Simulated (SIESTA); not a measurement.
# Worked example: self-consistent single point of PbO2 (P4_2/mnm, 6 atoms in the cell) in SIESTA

Computed with GGA PBE, numerical atomic orbitals DZP, PseudoDojo PBE standard norm-conserving potentials (rewritten from UPF to PSML) (SIESTA).

This input was run:

```
# files in the folder: Pb.psml O.psml (PseudoDojo PBE standard)
SystemName  PbO2
SystemLabel PbO2

NumberOfAtoms                6
NumberOfSpecies              2
%block ChemicalSpeciesLabel
  1 82 Pb
  2 8 O
%endblock ChemicalSpeciesLabel
LatticeConstant              1.0 Ang
%block LatticeVectors
     5.062891000    0.000000000    0.000000000
     0.000000000    5.062891000    0.000000000
     0.000000000    0.000000000    3.455362000
%endblock LatticeVectors
AtomicCoordinatesFormat      Fractional
%block AtomicCoordinatesAndAtomicSpecies
     0.000000000    0.000000000    0.000000000  1
     0.500000000    0.500000000    0.500000000  1
     0.307430000    0.307430000    0.000000000  2
     0.692570000    0.692570000    0.000000000  2
     0.192570000    0.807430000    0.500000000  2
     0.807430000    0.192570000    0.500000000  2
%endblock AtomicCoordinatesAndAtomicSpecies

XC.functional                GGA
XC.authors                   PBE
PAO.BasisSize                DZP
PAO.EnergyShift              0.005 Ry
MeshCutoff                   350 Ry
%block kgrid.MonkhorstPack
    5   0   0  0.0
    0   5   0  0.0
    0   0   7  0.0
%endblock kgrid.MonkhorstPack
OccupationFunction           MP
OccupationMPOrder            0
ElectronicTemperature        200.0 meV

MaxSCFIterations             150
SCF.Mixer.Method             Pulay
SCF.Mixer.Weight             0.1
SCF.Mixer.History            6
SCF.DM.Tolerance             1.0E-04
Diag.ParallelOverK           true
WriteForces                  true
```

The program printed (abridged):

```
reinit: Reading from file input.fdf

reinit: System Name: PbO2
reinit: System Label: PbO2

coor:   Atomic-coordinates input format  =     Fractional

siesta: Atomic coordinates (Bohr) and species
siesta:      0.00000   0.00000   0.00000  1        1
siesta:      4.78374   4.78374   3.26484  1        2
siesta:      2.94133   2.94133   0.00000  2        3
siesta:      6.62615   6.62615   0.00000  2        4
siesta:      1.84241   7.72507   3.26484  2        5
siesta:      7.72507   1.84241   3.26484  2        6

siesta: System type = bulk

initatomlists: Number of atoms, orbitals, and projectors:      6    88   104

siesta: ******************** Simulation parameters ****************************
redata: Spin configuration                          = none
redata: Time-Reversal Symmetry                      = T
redata: Number of Atomic Species                    =        2
redata: Mesh Cutoff                                 =   350.0000 Ry
redata: Net charge of the system                    =     0.0000 |e|
redata: Min. number of SCF Iter                     =        0
redata: Max. number of SCF Iter                     =      150
redata: SCF convergence failure will abort job
redata: SCF mix quantity                            = Hamiltonian
redata: Mix DM or H after convergence               =   F
redata: Recompute H after scf cycle                 =   F
redata: Mix DM in first SCF step                    =   T
redata: No kicks to SCF
redata: DM Mixing Weight for Kicks                  =     0.5000
redata: Require Harris convergence for SCF          =   F
redata: Harris energy tolerance for SCF             =     0.000100 eV
redata: Require DM convergence for SCF              =   T
redata: DM tolerance for SCF                        =     0.000100
redata: Require EDM convergence for SCF             =   F
redata: EDM tolerance for SCF                       =     0.001000 eV
redata: Require H convergence for SCF               =   T
redata: Hamiltonian tolerance for SCF               =     0.001000 eV
redata: Require (free) Energy convergence for SCF   =   F
redata: (free) Energy tolerance for SCF             =     0.000100 eV
redata: Using DFT-D3 dispersion                     =   F
redata: Using Saved Data (generic)                  =   F
redata: Method of Calculation                       = Diagonalization
redata: Electronic Temperature                      =  2320.9036 K
redata: Number of TDED substeps                     =        3
redata: Dynamics option                             = Single-point calculation
redata: Save all siesta data in one NC              =   F
redata: ***********************************************************************

%block SCF.Mixers
  Pulay
%endblock SCF.Mixers

%block SCF.Mixer.Pulay
  # Mixing method
  method pulay
  variant stable

  # Mixing options
  weight 0.1000
  weight.linear 0.1000
  history 6
%endblock SCF.Mixer.Pulay

DM_history_depth set to one: no extrapolation allowed by default for geometry relaxation
Size of DM history Fstack: 1
Total number of electrons:    52.000000
Total ionic charge:    52.000000

* ProcessorY, Blocksize:    1  64

* Orbital distribution balance (max,min):    88    88

 Kpoints in:          100 . Kpoints trimmed:           88

siesta: k-grid: Number of k-points = 88
siesta: k-points from Monkhorst-Pack grid
siesta: k-cutoff (effective) =    12.094 Ang
siesta: k-point supercell and displacements
siesta: k-grid:     5     0     0      0.000
siesta: k-grid:     0     5     0      0.000
siesta: k-grid:     0     0     7      0.000

diag: Algorithm                                     = D&C
diag: Parallel over k                               =   F
diag: Use parallel 2D distribution                  =   F
diag: Parallel block-size                           = 64
diag: Parallel distribution                         =     1 x     1
diag: Used triangular part                          = Lower
diag: Absolute tolerance                            =  0.100E-15
diag: Orthogonalization factor                      =  0.100E-05
diag: Memory factor                                 =  1.0000

superc: Internal auxiliary supercell:     5 x     5 x     5  =     125
superc: Number of atoms, orbitals, and projectors:    750  11000  13000

                        Single-point calculation

superc: Internal auxiliary supercell:     5 x     5 x     5  =     125
superc: Number of atoms, orbitals, and projectors:    750  11000  13000

outcell: Unit cell vectors (Ang):
        5.062891    0.000000    0.000000
        0.000000    5.062891    0.000000
        0.000000    0.000000    3.455362

outcell: Cell vector modules (Ang)   :    5.062891    5.062891    3.455362
outcell: Cell angles (23,13,12) (deg):     90.0000     90.0000     90.0000
outcell: Cell volume (Ang**3)        :     88.5708
new_DM -- step:     1
Initializing Density Matrix...

Attempting to read DM from file... Failed...
DM filled with atomic data:

InitMesh: MESH = 60 x 60 x 40 = 144000
InitMesh: Mesh cutoff (required, used) =   350.000   370.369 Ry

stepf: Methfessel-Paxton step function
       Using Hermite-Gauss polynomials of order  0

        iscf     Eharris(eV)        E_KS(eV)     FreeEng(eV)     dDmax    Ef(eV) dHmax(eV)
   scf:    1    -5566.043190    -5588.538939    -5588.541115  1.559316 -8.392856  7.877275
   scf:    2    -5596.175550    -5592.589654    -5592.593558  0.104878 -7.929742  5.436215
   scf:    3    -5598.052615    -5596.634294    -5596.642270  0.304097 -6.652274  1.137062
   scf:    4    -5596.690068    -5596.676163    -5596.688436  0.057499 -6.792590  0.413946
   scf:    5    -5596.705203    -5596.694976    -5596.708080  0.021278 -6.715510  0.093576
   scf:    6    -5596.695095    -5596.695515    -5596.709329  0.005607 -6.665599  0.023780
   scf:    7    -5596.695511    -5596.695513    -5596.709332  0.000055 -6.665638  0.023221
   scf:    8    -5596.695529    -5596.695538    -5596.709400  0.000578 -6.668606  0.002690
   scf:    9    -5596.695572    -5596.695555    -5596.709401  0.000125 -6.668929  0.001985
   scf:   10    -5596.695578    -5596.695566    -5596.709402  0.000103 -6.669596  0.000030
   scf:   11    -5596.695566    -5596.695566    -5596.709402  0.000001 -6.669595  0.000028

SCF Convergence by DM+H criterion
max |DM_out - DM_in|         :     0.0000008967
max |H_out - H_in|      (eV) :     0.0000276289
SCF cycle converged after 11 iterations

Using DM_out to compute the final energy and forces

siesta: E_KS(eV) =            -5596.6956

siesta: E_KS - E_eggbox =     -5596.6956

siesta: Atomic forces (eV/Ang):
     1    0.000000    0.000000   -0.000000
     2   -0.000000    0.000000   -0.000000
     3    0.055060    0.055060    0.000000
     4   -0.055060   -0.055060    0.000000
     5   -0.055060    0.055060    0.000000
     6    0.055060   -0.055060    0.000000
   Tot    0.000000    0.000000   -0.000000
   Max    0.055060
   Res    0.036706    sqrt( Sum f_i^2 / 3N )
   Max    0.055060    constrained

Stress tensor Voigt[x,y,z,yz,xz,xy] (kbar):      -39.21      -39.21      -60.70        0.00        0.00       -0.00
(Free)E + p*V (eV/cell)    -5594.1459
Target enthalpy (eV/cell)    -5596.7094

siesta: Program's energy decomposition (eV):
siesta: Ebs     =      -861.956453
siesta: Eions   =      7071.423259
siesta: Ena     =       728.427834
siesta: Ekin    =      3103.892273
siesta: Enl     =      -851.113704
siesta: Eso     =         0.000000
siesta: Edftu   =         0.000000
siesta: DEna    =         6.284271
siesta: DUscf   =         2.922571
siesta: DUext   =         0.000000
siesta: Ex      =     -1418.854262
siesta: Ec      =       -96.831291
siesta: Exc     =     -1515.685553
siesta: Eharris =     -5596.695566
siesta: Etot    =     -5596.695566
siesta: FreeEng =     -5596.709402

siesta: Atomic forces (eV/Ang):
siesta:      1    0.000000    0.000000   -0.000000
siesta:      2   -0.000000    0.000000   -0.000000
siesta:      3    0.055060    0.055060    0.000000
siesta:      4   -0.055060   -0.055060    0.000000
siesta:      5   -0.055060    0.055060    0.000000
siesta:      6    0.055060   -0.055060    0.000000
siesta: ----------------------------------------
siesta:    Tot    0.000000    0.000000   -0.000000

siesta: Stress tensor (static) (eV/Ang**3):
siesta:    -0.024471   -0.000000    0.000000
siesta:    -0.000000   -0.024471    0.000000
siesta:     0.000000    0.000000   -0.037886

siesta: Cell volume =         88.570829 Ang**3

siesta: Pressure (static):
siesta:                Solid            Molecule  Units
siesta:           0.00031522          0.00030997  Ry/Bohr**3
siesta:           0.02894252          0.02846052  eV/Ang**3
siesta:          46.37102406         45.59877307  kBar
```

The run converged in 11 iterations.

The starting cell comes from a database of computed structures (which also holds hypothetical and non-ambient phases and stackings), without a prior relaxation at this level. Its lattice was rescaled by a random factor within 2.5 % of one. Values carry the incompleteness of an atom-centred basis. With a pressure of about 5 GPa the cell is away from its equilibrium volume at this level. The run gives no clean gap (levels at the Fermi energy touch, overlap or are partly filled at this smearing), which alone does not show that the compound is a metal.

Cost on one core of a shared machine: roughly 2 min.
